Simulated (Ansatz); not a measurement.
## Pd: pressure series

Base system: Pd in the fcc (Cu type) structure (space group Fm-3m, No. 225; a = 3.9428 Å).

Cell and atoms are relaxed at each pressure.

Method: PBE/PAW in Ansatz (an electronic-structure program), scalar-relativistic without spin-orbit coupling.

```
P (GPa)  V (Å³/atom)
-------  -----------
-2.01         15.515
-1.01         15.417
0.90          15.243
2.09          15.139
4.51          14.943
9.01          14.617
15.00         14.243
22.50         13.845
30.00         13.504
```

Question: Fit a third-order Birch–Murnaghan equation of state.

Answer: Least squares on P(V) = (3B₀/2)[(V₀/V)^(7/3) − (V₀/V)^(5/3)]·[1 + (3/4)(B₀′ − 4)((V₀/V)^(2/3) − 1)] gives V₀ = 15.32 Å³/atom, B₀ = 168 GPa and B₀′ = 5.5.

Load acts through the strain it causes; cell and atoms are relaxed under it. Stability against distortions was not tested. Competing high-pressure phases were not computed. The final runs are not spin-polarised.
